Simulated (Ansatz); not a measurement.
Consider BaTiO3 in the cubic perovskite structure (space group Pm-3m, No. 221).

```yaml
crystal:
  lattice:
    - [3.99404, 0.00000, 0.00000]
    - [0.00000, 3.99404, 0.00000]
    - [0.00000, 0.00000, 3.99404]
  atoms:
    - { symbol: Ba, position: [0.00000, 0.00000, 0.00000] }
    - { symbol: Ti, position: [0.50000, 0.50000, 0.50000] }
    - { symbol: O, position: [0.00000, 0.50000, 0.50000] }
    - { symbol: O, position: [0.50000, 0.50000, 0.00000] }
    - { symbol: O, position: [0.50000, 0.00000, 0.50000] }
```

The values are results of r2SCAN (Ansatz, an electronic-structure program; PAW; 500 eV plane waves; no spin-orbit coupling), not measurements.

Before the change:

```
Item                      Result
---------------  ---------------
Volume per atom         12.74 Å³
Band gap                 2.17 eV
Gap character    indirect, R → Γ
```

Modification: cell and atoms relaxed at a pressure of 50 GPa.

Task: What happens to the volume per atom?

Result: The volume per atom shrinks by 2.14 Å³, from 12.74 Å³ to 10.60 Å³.

Task: Estimate the effect on the band gap.

Result: The band gap grows by 0.263 eV (2.17 eV → 2.44 eV).

Task: Estimate the effect on the gap character.

Result: The gap character becomes direct at Γ (base: indirect, R → Γ).

Load acts through the strain it causes; cell and atoms are relaxed under it. No phonon test of stability was made. Competing high-pressure phases were not computed. All final runs are without spin polarisation. Many cubic perovskites are stable only at high temperature; tilts and polar distortions were not tested. This is not the structure that BaTiO3 has at room temperature and ambient pressure.
